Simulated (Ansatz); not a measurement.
An Ansatz (a quantum-chemistry and plane-wave program) run: hypothetical diamond Mg with a change (pressure 1.5 GPa); Kohn–Sham DFT with the PBEsol functional, run in Ansatz with PAW and 420 eV plane waves, no spin-orbit coupling.

Input:

Ansatz 0.2 input:
```yaml
crystal:
  lattice:
    - [0, 3.3313520147, 3.3313520147]
    - [3.3313520147, 0, 3.3313520147]
    - [3.3313520147, 3.3313520147, 0]
  atoms:
    - { symbol: Mg, position: [0.75, 0.75, 0.75] }
    - { symbol: Mg, position: [0.5, 0.5, 0.5] }
basis: { ecutwfc: 420, ecutrho_ratio: 4, xc_grid: 2, fft_grid_basis: typed }
kpoints: { mp_grid: { grid: [12, 12, 12] } }
hamiltonian:
  xc: pbesol
  dispersion: none
  pseudopotentials: { kind: paw }
scf: { occupations: { method: fermi_dirac, width: 0.05 } }
relax: { f_tol: 0.01, max_steps: 60, cell: { stress_tol: 0.02, p_target: 1.5 } }
output: { forces: true, stress: true }
checkpoint: { write: state.ck, write_every: 1000 }
```

Output (explanatory and most iteration lines left out):

```
Relaxation: its limit of steps is 60 (relax.max_steps)
Pseudopotential: Mg, paw, valence charge 10
Crystal: 2 atoms, lattice volume = 73.942 Å³
Basis set: ecut = 420 eV, 1459 PW (Γ), exchange–correlation on 64×64×64 points (8 copies of the dense FFT grid, shifted against one another)
Bands: 14, of which v1, the nominal top of the filled ones, is band 10 counted from 1 (9 counted from 0)
Symmetry: 48 space group operations
Space group: Fd-3m (ITA 227), of the structure as read, at distance tolerance 4.2e-5 Å
k-points: 72 of 1728
Functional: x = pbesol(κ = 0.804, μ = 0.12345679012345678), c = pbesol(β = 0.046)
SCF iter   1: F=—  HF=-3822.443480 eV  |F-HF|=—  |Δ(HF+E_count)|=         —  Δρ=1.48e-3  dr2=2.51e-3  ethr=1.77e-3  ⟨swp⟩=6.0  Hψ=5368  notcnv=0
SCF iter   2: F=—  HF=-3822.442371 eV  |F-HF|=—  |Δ(HF+E_count)|=   1.11e-3  Δρ=9.39e-4  dr2=1.08e-3  ethr=1.26e-5  ⟨swp⟩=2.5  Hψ=2107  notcnv=0
SCF 1 converged in 7 iterations: F = -3822.442080 eV  dr2 = 2.47e-10
relax step   1: F+E_penalty+E_count = -3822.44207977 eV  Δ(F+E_penalty+E_count) = +0.000e0 eV  max|allowed force component| = 4.626e-18 eV/Å  Δτ_max = 0.0000 Å  P = +0.707 GPa  Ω = 73.942 Å³  (7 SCF iters, dr2 threshold 1.00e-7 eV, accepted)
[... steps on the carried basis left out ...]
relax step   5: F+E_penalty+E_count = -3822.41749280 eV  Δ(F+E_penalty+E_count) = +3.530e-5 eV  max|allowed force component| = 1.018e-16 eV/Å  Δτ_max = 0.0000 Å  P = +1.499 GPa  Ω = 70.323 Å³  stress off target by 6.49e-4 GPa  SCF on the basis re-selected at this cell (its energy is not comparable with the rows above)  (6 SCF iters)
SCF converged after 6 iterations
Free energy (F): -3822.417493 eV
Internal energy: -3822.403402 eV  (E = F + TS)
E sigma→0 (E₀):  -3822.410448 eV
Entropy (-TS):   -0.014091 eV (-7.045 meV/atom)
Fermi energy:    2.461230 eV
--- Forces (eV/Å), atoms counted from 1 ---
  atom   1  Mg    -0.00000000    -0.00000000    -0.00000000
  atom   2  Mg     0.00000000     0.00000000     0.00000000
--- Stress (GPa, compression-positive) ---
        1.499351       0.000000       0.000000
       -0.000000       1.499351       0.000000
       -0.000000       0.000000       1.499351
  P = ⅓ Tr σ = 1.4994 GPa (14.994 kbar)
--- Relaxed structure (4 steps of the walk, 4 accepted, 1 SCFs on fresh bases) ---
  cell:  # Å, volume = 70.3234 Å³
    - [-4.840603431250811e-33, 3.2760962811862617, 3.2760962811862617]
    - [3.2760962811862617, -2.191009974145104e-33, 3.2760962811862617]
    - [3.2760962811862617, 3.2760962811862617, -8.152595252632945e-34]
  atoms:
    - { symbol: Mg, position: [0.7500000000000001, 0.7500000000000001, 0.7500000000000001] }
    - { symbol: Mg, position: [0.5, 0.5, 0.5] }
```

Load acts through the strain it causes; cell and atoms are relaxed under it. Whether these cells are dynamically stable was not tested. The cell was made from Mg in the diamond structure (space group Fd-3m, No. 227; a hypothetical phase, not in the database extracts checked) by this change: pressure 1.5 GPa.
